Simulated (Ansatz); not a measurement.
Defect: interstitial Cu in diamond with all lengths changed by -1 %, charge state +1. Level of theory: PBE, PAW (plane waves to 420 eV; Ansatz, an electronic-structure program).

64-site cell at the strained lattice (strain from the relaxed PBE one, atoms relaxed), a 2×2×2 k-point mesh shifted by half a step, smearing 0.01 eV, spin-restricted, no finite-size correction. No zero-point or tunnelling terms. The host's phase is taken as given; its stability against other phases was not computed. The charge state is imposed; whether it is stable for some Fermi level was not computed. Sites that were not tried may lie lower.

The step: Cu moves alone to another site; the atom moves 1.54 Å along (-0.25, -0.25, 0.25) of the unit cell; the moving atom starts with neighbours 4 C at 1.72, 6 C at 1.90 Å and ends with 4 C at 1.72, 6 C at 1.90 Å. On the band's own sampling the forward barrier is 0.57 eV. Harmonic modes of the moving Cu atom alone, all others held, come from finite differences of 0.015 Å. The saddle point's order was not checked, and it lies on a symmetry element of the cell, where a band can be held.

Problem. Which three frequencies does the atom have at the start and at the saddle point?

Solution. start 11.8, 11.8, 11.8 THz; saddle point 3.2i, 14.1 and 14.1 THz.

Problem. What attempt frequency and zero-point change of the barrier follow from these modes alone, and what classical rate at 500 K?

Solution. ν = (11.8 × 11.8 × 11.8) / (14.1 × 14.1) ≈ 8.3 THz. The zero-point energy changes the barrier by h/2 × (28.1 − 35.4) THz = -0.015 eV. The classical rate is ν exp(−0.57/0.0431) ≈ 1e7 s⁻¹. One atom's modes give a rough prefactor, not that of the whole cell.
